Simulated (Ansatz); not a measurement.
## Hf in the hcp (Mg type) structure (space group P6_3/mmc, No. 194)

```cif
data_Hf2
_chemical_formula_sum 'Hf2'
_space_group_name_H-M_alt 'P 1'
_space_group_IT_number 1
_cell_length_a 3.11785
_cell_length_b 3.11785
_cell_length_c 4.94631
_cell_angle_alpha 90.000
_cell_angle_beta 90.000
_cell_angle_gamma 120.000
loop_
_space_group_symop_operation_xyz
  'x, y, z'
loop_
_atom_site_label
_atom_site_type_symbol
_atom_site_fract_x
_atom_site_fract_y
_atom_site_fract_z
_atom_site_occupancy
Hf1 Hf 0.66667 0.33333 0.75000 1
Hf2 Hf 0.33333 0.66667 0.25000 1
```

All numbers come from LDA (Ansatz, a first-principles code; PAW; 420 eV plane waves; no SOC). Γ-centred 17×17×10 mesh, Fermi–Dirac width 0.05 eV.

- Volume per atom = 20.82 Å³
- Density = 14.24 g/cm³
- Band gap = zero
- Total energy = -15476.858 eV/atom (σ→0; compares only within this code and set-up)

Stability against distortions was not tested. The final runs are not spin-polarised.
